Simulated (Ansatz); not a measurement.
The reference is Cu in the fcc (Cu type) structure (space group Fm-3m, No. 225; relaxed with 0.1 eV smearing).

```xyz
1
Lattice="0.0000 1.7592 1.7592 1.7592 0.0000 1.7592 1.7592 1.7592 0.0000" Properties=species:S:1:pos:R:3 pbc="T T T"
Cu     0.0000     0.0000     0.0000
```

Cartesian axes are those of the cell as printed.

Method: LDA/PAW in Ansatz (a program for electronic structure), spin-orbit coupling left out.

Now apply this change: the cell is compressed by 1.50 % along z with no lateral relaxation, atoms relaxed at fixed cell.

Question: Predict the stress tensor and what it implies for the stiffness.

Answer: Stress of the strained cell less that of the base (GPa, compression positive):
```
    2.6     0.0     0.0
    0.0     2.6     0.0
    0.0     0.0     3.6
```

Then −Δσ_ii/ε with ε = -0.0150 gives secant stiffness values (nonlinear terms included at this strain): C33 ≈ 243 GPa, C13 ≈ 176 GPa and C23 ≈ 176 GPa.

Stability against distortions was not tested. The final runs are not spin-polarised.
